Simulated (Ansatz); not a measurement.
The parent structure is Si in the diamond structure (space group Fd-3m, No. 227; a = 5.444 Å).

Perturbation: cell and atoms relaxed at a pressure of 7.5 GPa.

Levels (all Ansatz, a quantum-chemistry and plane-wave program, PAW): r2SCAN (500 eV, no SOC); HSE06+SOC (420 eV, noncollinear with spin-orbit coupling).

The geometry is relaxed with r2SCAN.

| Property | Result |
|---|---|
| r2SCAN band gap | 0.65 eV |
| r2SCAN valence-band top at Γ | 0.00, 0.00, 0.00 eV |

With HSE06+SOC at the same geometry, the band gap goes up by 0.347 eV, from 0.65 eV to 0.99 eV; the valence-band top at Γ (three highest Kramers pairs, from the VBM) goes from 0.00, 0.00, 0.00 eV to 0.00, 0.00, -0.05 eV. The threefold valence maximum splits by Δso ≈ 0.05 eV.

Single points use the geometry relaxed with r2SCAN. Their cutoffs differ, which shifts pressures a little. HSE06 was sampled on its mesh, a few special points and the semilocal edge points, so its gap is an upper bound. Differences between runs with and without spin-orbit coupling are approximate. Load acts through the strain it causes; cell and atoms are relaxed under it. Whether these cells are dynamically stable was not tested. Tetrahedral semiconductors of this kind turn to denser phases somewhere between about 1 and 50 GPa; those were not computed, so compressed cells here can lie past the real transition.
